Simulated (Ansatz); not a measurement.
The parent structure is TiB$_{2}$ (space group P6/mmm, No. 191; a = 3.032 Å, c = 3.224 Å; relaxed with 0.1 eV smearing). Axes: x lies along a and z along c of the hexagonal cell.

Method: PBE, PAW, 420 eV (Ansatz, a quantum-chemistry and plane-wave program; no spin-orbit coupling).

Modification: every lattice vector is stretched by 1.50 %; the atoms relax in the strained cell.

Question: Predict the stress tensor and what it implies for the stiffness.

Answer: Stress of the strained cell less that of the base (GPa, compression positive):
```
  -11.2     0.0     0.0
    0.0   -11.2     0.0
    0.0     0.0    -8.9
```

Then B = −ΔP/(ΔV/V₀) with ΔV/V₀ = 0.0457 gives secant stiffness values (nonlinear terms included at this strain): B (at held cell shape, above the free-shape value) ≈ 229 GPa.

As a check, the harmonic strain energy −½ V₀ Δσ:ε is 13 meV/atom; the computed energy rise is 13 meV/atom.

No phonon test of stability was made. The final runs are not spin-polarised.
